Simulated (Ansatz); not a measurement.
The reference is CdSe in the zinc blende structure (space group F-43m, No. 216).

```yaml
crystal:
  lattice:
    - [0.00000, 3.00374, 3.00374]
    - [3.00374, 0.00000, 3.00374]
    - [3.00374, 3.00374, 0.00000]
  atoms:
    - { symbol: Cd, position: [0.00000, 0.00000, 0.00000] }
    - { symbol: Se, position: [0.25000, 0.25000, 0.25000] }
```

Cartesian axes are those of the cell as printed.

Method: Ansatz (a quantum-chemistry and plane-wave program) LDA, no SOC.

It is then changed as follows: the cell is scaled by 0.9700 in all directions, atoms relaxed at fixed cell.

Q: Predict the stress tensor and what it implies for the stiffness.

A: Stress of the strained cell less that of the base (GPa, compression positive):
```
   6.56    0.00    0.00
   0.00    6.56    0.00
   0.00    0.00    6.56
```

Then B = −ΔP/(ΔV/V₀) with ΔV/V₀ = -0.0873 gives secant stiffness values (nonlinear terms included at this strain): B ≈ 75 GPa.

As a check, the harmonic strain energy −½ V₀ Δσ:ε is 50 meV/atom; the computed energy rise is 45 meV/atom.

No phonon test of stability was made.
